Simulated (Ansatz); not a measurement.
**Hypothetical Pm-3n GaN: pressure series**

Consider GaN (space group Pm-3n, No. 223; a hypothetical phase, not in the database extracts checked).

```
CELL_PARAMETERS angstrom
      5.57136     0.00000     0.00000
      0.00000     5.57136     0.00000
      0.00000     0.00000     5.57136
ATOMIC_POSITIONS crystal
  Ga 0.25000 0.00000 0.50000
  Ga 0.50000 0.25000 0.00000
  Ga 0.50000 0.75000 0.00000
  Ga 0.75000 0.00000 0.50000
  Ga 0.00000 0.50000 0.75000
  Ga 0.00000 0.50000 0.25000
  N  0.25000 0.50000 0.00000
  N  0.00000 0.25000 0.50000
  N  0.00000 0.75000 0.50000
  N  0.75000 0.50000 0.00000
  N  0.50000 0.00000 0.75000
  N  0.50000 0.00000 0.25000
```

Cell and atoms are relaxed at each pressure.

The values are results of PBE, PAW, 420 eV (Ansatz, an electronic-structure program; spin-orbit coupling left out), not measurements.

| pressure (GPa) | band gap (eV) |
|---|---|
| -2 | 1.43 |
| -1 | 1.47 |
| 0 | 1.50 |
| 0.3 | 1.51 |
| 0.7 | 1.52 |
| 3 | 1.58 |
| 5 | 1.63 |
| 7.5 | ? |
| 10 | 1.73 |

Question: Fit E_g = E₀ + αP + βP² to the rows shown and predict the withheld row.

Answer: Least squares on the printed values gives E₀ = 1.50 eV, α = 30.3 meV/GPa, β = -0.72 meV/GPa² (largest residual 0.00 eV); this predicts 1.68 eV, and the run gives 1.68 eV, in agreement.

Load acts through the strain it causes; cell and atoms are relaxed under it. No phonon test of stability was made. Competing high-pressure phases were not computed.
